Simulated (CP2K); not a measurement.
Worked example: self-consistent single point of KI (Fm-3m, 2 atoms in the cell) in CP2K.

Computed with PBE, GPW, DZVP-MOLOPT-SR-GTH basis, GTH-PBE potentials (GTH_POTENTIALS) (CP2K).

The change in words: lattice scaled by 0.98. Reference geometry:
```
KI
1.0
    5.02980     0.00000     0.00000
    2.51490     4.35593     0.00000
    2.51490     1.45198     4.10681
K I
1 1
Direct
  0.00000   0.00000   0.00000
  0.50000   0.50000   0.50000
```

Reference input (self-consistent single point, DFT PBE, GPW, DZVP-MOLOPT-SR-GTH basis, GTH-PBE potentials (GTH_POTENTIALS)): CUTOFF = 500 Ry; REL_CUTOFF = 60 Ry; SMEAR/METHOD = FERMI_DIRAC; ELECTRONIC_TEMPERATURE = 580.23 K; KPOINTS/SCHEME = MONKHORST-PACK 7 7 7; XC_FUNCTIONAL = PBE; K/BASIS_SET = DZVP-MOLOPT-SR-GTH-q9; K/POTENTIAL = GTH-PBE-q9; I/BASIS_SET = DZVP-MOLOPT-SR-GTH-q7; I/POTENTIAL = GTH-PBE-q7; METHOD = GPW; EPS_DEFAULT = 1e-10. This run's input differs from it in these lines:

```diff
@@ -63,5 +63,5 @@
     &CELL
-      A 5.02979900 0.00000000 0.00000000
-      B 2.51490000 4.35593400 0.00000000
-      C 2.51490000 1.45197800 4.10681400
+      A 4.92920300 0.00000000 0.00000000
+      B 2.46460200 4.26881500 0.00000000
+      C 2.46460200 1.42293800 4.02467800
       PERIODIC XYZ
@@ -70,3 +70,3 @@
       K        0.00000000     0.00000000     0.00000000
-      I        5.02979950     2.90395600     2.05340700
+      I        4.92920350     2.84587650     2.01233900
     &END COORD
```

The program printed (abridged):

```
 SCF WAVEFUNCTION OPTIMIZATION

  Step     Update method      Time    Convergence         Total energy    Change
     1 NoMix/Diag. 0.40E+00      -     0.95194190       -39.8454039297 -3.98E+01
     2 Broy./Diag. 0.40E+00      -     0.02442681       -39.6403612316  2.05E-01
     3 Broy./Diag. 0.40E+00      -     0.05587393       -39.7612182589 -1.21E-01
     4 Broy./Diag. 0.40E+00      -     0.00586498       -39.8482560215 -8.70E-02
     5 Broy./Diag. 0.40E+00      -     0.00140813       -39.8436891247  4.57E-03
     6 Broy./Diag. 0.40E+00      -     0.00059391       -39.8391126732  4.58E-03
   [... 3 lines left out ...]
    10 Broy./Diag. 0.40E+00      -     0.00000643       -39.8378202508  3.96E-06
    11 Broy./Diag. 0.40E+00      -     0.00000046       -39.8378106643  9.59E-06
    12 Broy./Diag. 0.40E+00      -     0.00000013       -39.8378109196 -2.55E-07
    13 Broy./Diag. 0.40E+00      -     0.00000006       -39.8378107458  1.74E-07
  *** SCF run converged in    13 steps ***

  Overlap energy of the core charge distribution:               0.00000000000000
  Self energy of the core charge distribution:                -81.80748961442467
  Core Hamiltonian energy:                                     18.50568235457642
  Hartree energy:                                              30.12048004514532
  Exchange-correlation energy:                                 -6.65648353113154
  Electronic entropic energy:                                  -0.00000000000000
  Fermi energy:                                                 0.10216224352228

  Total energy:                                               -39.83781074583446
  Total energy (extrapolated to T->0):                        -39.83781074583446

   [... lines left out ...]

 STRESS| Analytical stress tensor [bar]
 STRESS|                        x                   y                   z
 STRESS|      x        1.25871325631E+04  -4.71315534356E-03  -3.33270080345E-03
 STRESS|      y       -4.71315534356E-03   1.25871444670E+04   1.03047415060E-02
 STRESS|      z       -3.33270080345E-03   1.03047415060E-02   1.25871284791E+04
 STRESS| 1/3 Trace                                             1.25871351698E+04
```

The run converged in 13 iterations. Against the reference run the free energy goes up by 13.1 meV/atom, the pressure goes from 0.38 to 1.26 GPa and the gap on the mesh goes from 3.874 to 4.026 eV.

The starting cell comes from a database of computed structures (which also holds hypothetical and non-ambient phases and stackings), without a prior relaxation at this level. Its lattice was rescaled by a random factor within 2.5 % of one. For this run, on top of that: lattice scaled by 0.98. Spin-orbit coupling is off. Values carry the incompleteness of an atom-centred basis.
